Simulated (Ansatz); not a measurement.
LiNbO3 (R3c), PBEsol, rigid bands (Ansatz, a first-principles code): band gap 3.50 eV, N_c = 6.18e20 cm⁻³ and N_v = 5.87e20 cm⁻³ at 300 K, conductivity masses along y (a = (2.57, 1.48, 4.61) Å; b = (-2.57, 1.48, 4.61) Å; c = (0.00, -2.96, 4.61) Å) of 2.10 mₑ (electrons) and 3.14 mₑ (holes). Take k_BT = 0.02585 eV.

Problem. What thermal injection velocity √(2k_BT/πm) limits a ballistic channel along the direction named?

Solution. 3.71e6 cm/s for electrons and 3.04e6 cm/s for holes, a ratio of √(m_h/m_e) = 1.22, for dilute carriers.

Problem. A film of it is 8 nm thick, with its normal along the direction named. Estimate the confinement energies in an infinite well.

Solution. ħ²π²/(2m t²) = 0.376 eV·nm²/(m/mₑ × t²) gives 2.80 meV for electrons and 1.87 meV for holes, so the gap would widen to about 3.50 eV. Finite barriers and nonparabolic bands lower this, and with several valleys or bands the heaviest mass along the normal sets the lowest level, not this average.

Problem. Find the intrinsic carrier density and the intrinsic Fermi level.

Solution. n_i = √(N_c N_v) exp(−E_g/2k_BT) = 6.02e20 × exp(−67.69) = 2.4e-9 cm⁻³. The level lies (k_BT/2) ln(N_v/N_c) = -1 meV from mid-gap (positive towards the conduction band). Each 0.1 eV added to the gap lowers n_i by a factor of 6.9.

Rigid, parabolic bands with the computed gap; masses take one relaxation time for all states. Spin-orbit coupling is left out; where it splits the top of the valence band, N_v and the p-type Seebeck coefficient come out somewhat high without it.
